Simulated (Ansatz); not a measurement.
Worked example: self-consistent single point of TlPbF₃ (Pnma, 20 atoms in the cell) in Ansatz (a quantum-chemistry and plane-wave program).

Level of theory: revPBE, default PAW files made with PBE (plane waves; Ansatz).

```
TlPbF3
1.0
    6.48541     0.00000     0.00000
    0.00000     9.15090     0.00000
    0.00000     0.00000     6.46376
Tl Pb F
4 4 12
Direct
  0.48770   0.25000   0.99160
  0.98770   0.25000   0.50840
  0.51230   0.75000   0.00840
  0.01230   0.75000   0.49160
  0.00000   0.00000   0.00000
  0.50000   0.50000   0.50000
  0.00000   0.50000   0.00000
  0.50000   0.00000   0.50000
  0.03130   0.25000   0.05860
  0.53130   0.25000   0.44140
  0.96870   0.75000   0.94140
  0.46870   0.75000   0.55860
  0.28800   0.53700   0.21300
  0.78800   0.96300   0.28700
  0.71200   0.03700   0.78700
  0.21200   0.46300   0.71300
  0.71200   0.46300   0.78700
  0.21200   0.03700   0.71300
  0.28800   0.96300   0.21300
  0.78800   0.53700   0.28700
```

Reference input (self-consistent single point, DFT, PBE, plane waves, default PAW files): kpoints.mp_grid.grid = 3 2 3; hamiltonian.xc = pbe; hamiltonian.pseudopotentials = {kind: paw} (the program's default PAW files); scf.occupations.method = gaussian; scf.occupations.width = 0.1 eV. This run's input differs from it in these lines:

Ansatz 0.2 input:
```diff
@@ -30,3 +30,3 @@
 hamiltonian:
-  xc: pbe
+  xc: revpbe
   pseudopotentials: { kind: paw }
```

Output (repeated stretches shortened):

```
SCF iter   1: F=—  HF=-103213.645413 eV  |F-HF|=—  |Δ(HF+E_count)|=         —  Δρ=4.48e-3  dr2=7.53e-2  ethr=1.77e-3  ⟨swp⟩=6.4  Hψ=3530  notcnv=0  defer=4
all-band conjugate gradients solve this SCF's bands
preconditioner: auto → Resta (q_TF=auto, 2.431 Å⁻¹)
SCF iter   2: F=—  HF=-103213.635087 eV  |F-HF|=—  |Δ(HF+E_count)|=   1.03e-2  Δρ=1.90e-3  dr2=7.56e-3  ethr=3.92e-5  ⟨swp⟩=2.1  Hψ=1843  notcnv=0  defer=8
   [... lines left out ...]
SCF iter   5: F=—  HF=-103213.636435 eV  |F-HF|=—  |Δ(HF+E_count)|=   2.22e-4  Δρ=6.37e-5  dr2=1.59e-5  ethr=1.02e-7  ⟨swp⟩=2.5  Hψ=1450  notcnv=0  defer=8
SCF iter   6: F=—  HF=-103213.636580 eV  |F-HF|=—  |Δ(HF+E_count)|=   1.45e-4  Δρ=5.43e-5  dr2=7.00e-6  ethr=8.30e-9  ⟨swp⟩=2.0  Hψ=1584  notcnv=0  defer=8
SCF iter   7: F=—  HF=-103213.636579 eV  |F-HF|=—  |Δ(HF+E_count)|=   4.07e-7  Δρ=1.02e-5  dr2=2.84e-7  ethr=3.64e-9  ⟨swp⟩=2.0  Hψ=1584  notcnv=0  defer=8
SCF iter   8: F=-103213.636581 eV  HF=-103213.636581 eV  |F-HF|=5.27e-8  |Δ(HF+E_count)|=   1.22e-6  Δρ=1.82e-6  dr2=1.32e-8  ethr=5.21e-11  ⟨swp⟩=10.5  Hψ=4701  notcnv=0
SCF 1 converged in 8 iterations: F = -103213.636581 eV  dr2 = 1.32e-8
Free energy (F): -103213.636581 eV
Internal energy: -103213.636581 eV  (E = F + TS)
E sigma→0 (E₀):  -103213.636581 eV
Fermi energy:    8.304958 eV
--- Forces (eV/Å), atoms counted from 1 ---
  atom   1  Tl    -0.06158764    -0.00000000     0.05919917
  atom   2  Tl    -0.06158764     0.00000000    -0.05919917
  atom   3  Tl     0.06158764    -0.00000000    -0.05919917
  atom   4  Tl     0.06158764    -0.00000000     0.05919917
  atom   5  Pb     0.00000000    -0.00000000     0.00000000
  atom   6  Pb     0.00000000     0.00000000     0.00000000
  atom   7  Pb    -0.00000000     0.00000000     0.00000000
  atom   8  Pb    -0.00000000    -0.00000000     0.00000000
  atom   9  F      0.10142880     0.00000000     0.39033192
   [... lines left out ...]
  atom  20  F      0.12147069     0.24870330     0.24759804
--- Stress (GPa, compression-positive) ---
       10.505680       0.000000       0.000000
        0.000000      11.312988       0.000000
        0.000000       0.000000      10.803574
  P = ⅓ Tr σ = 10.8741 GPa (108.741 kbar)
  The stress holds the Pulay correction. Without it, at fixed plane waves, as pw.x and ABINIT print it: P = 10.5335 GPa
```

The run converged in 8 iterations. Against the reference run the pressure goes from 8.57 to 10.87 GPa, the largest force goes from 0.393 to 0.403 eV/Å and the gap on the mesh goes from 1.717 to 1.821 eV.

The starting cell was generated: these elements placed on a structure prototype, without a prior relaxation; it need not be a known phase or ordering of this composition. Spin-orbit coupling is off. With a pressure of about 11 GPa the cell is away from its equilibrium volume at this level. Ansatz's pressure includes its estimate of the finite-basis (Pulay) stress.
